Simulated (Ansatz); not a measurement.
## Ti: response to strain

The reference is Ti (space group P6/mmm, No. 191; a = 4.5682 Å, c = 2.8264 Å; a cell from a computed database, its experimental status unchecked; relaxed with 0.1 eV smearing). Axes: x lies along a and z along c of the hexagonal cell.

Strains are applied to the cell and any free atomic positions relax.

Computed with plane-wave PAW DFT at the r2SCAN level (Ansatz, a program for electronic structure, 500 eV), no spin-orbit coupling, earlier PAW set.

Candidates:
(a) isotropic strain −0.45 %
(b) uniaxial strain ε_yy = −2.85 %
(c) uniaxial strain ε_yy = +2.79 %

Notes on the quantities. energy relative to the base: free energy F.

Order them by energy relative to the base, lowest first.

(a) isotropic strain −0.45 % (+1.1 meV/atom), (c) uniaxial strain ε_yy = +2.79 % (+8.2 meV/atom), (b) uniaxial strain ε_yy = −2.85 % (+9.3 meV/atom)

Stability against distortions was not tested. All final runs are without spin polarisation. This is not the structure that Ti has at room temperature and ambient pressure.
